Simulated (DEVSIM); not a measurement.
System: W/Si3N4/p-Si capacitor, at 250 K.

| layer (left to right) | material | thickness (nm) | Na (cm⁻³) |
|---|---|---|---|
| 1 | Si3N4 | 26.0 | - |
| 2 | Si | 870 | 4.4e17 |

Metal gate on the left, work function 4.6 eV. Fixed charge at the semiconductor interface 2.2e10 cm⁻² (in units of +e); no interface traps.

Constants are typed, rounded textbook-type inputs, not results; the design itself was drawn at random and stands for no fabricated device. Values at 300 K; Nc and Nv go as T^1.5, mobilities as T to minus their exponent, the gap by Varshni's rule with the affinity fixed.

| parameter | Si3N4 | Si |
|---|---|---|
| gap (eV) | 5.1 | 1.124 |
| affinity (eV) | 2.1 | 4.05 |
| permittivity | 7.5 | 11.7 |
| Nc (cm⁻³) | - | 2.86e19 |
| Nv (cm⁻³) | - | 3.1e19 |
| Varshni α (eV/K) | - | 0.000473 |
| Varshni β (K) | - | 636 |

Model (solved in DEVSIM): 1D Poisson equation in equilibrium, Boltzmann statistics, complete ionisation; no quantum confinement or tunnelling. Metal contacts follow the ideal Schottky-Mott rule: no Fermi-level pinning, no interface dipoles.

Base results: minimum of the low-frequency capacitance (μF/cm²) 0.117; capacitance of the dielectric stack (μF/cm²) 0.255; flat-band voltage (V) -0.51.

Problem. What follows from this one change: fixed charge 2.2e+10 → -1.268e+12 cm^-2?

Solution. minimum of the low-frequency capacitance little changed (0.116 μF/cm²); capacitance of the dielectric stack little changed (0.255 μF/cm²); flat-band voltage -0.51 → 0.30 V.

Problem. What follows from this one change: substrate doping 4.4e+17 → 2.2e+17 cm^-3?

Solution. minimum of the low-frequency capacitance 0.117 → 0.0966 μF/cm²; capacitance of the dielectric stack little changed (0.255 μF/cm²); flat-band voltage -0.51 → -0.50 V.

Problem. What follows from this one change: temperature 250 → 350 K?

Solution. minimum of the low-frequency capacitance 0.117 → 0.123 μF/cm²; capacitance of the dielectric stack little changed (0.255 μF/cm²); flat-band voltage -0.51 → -0.44 V.
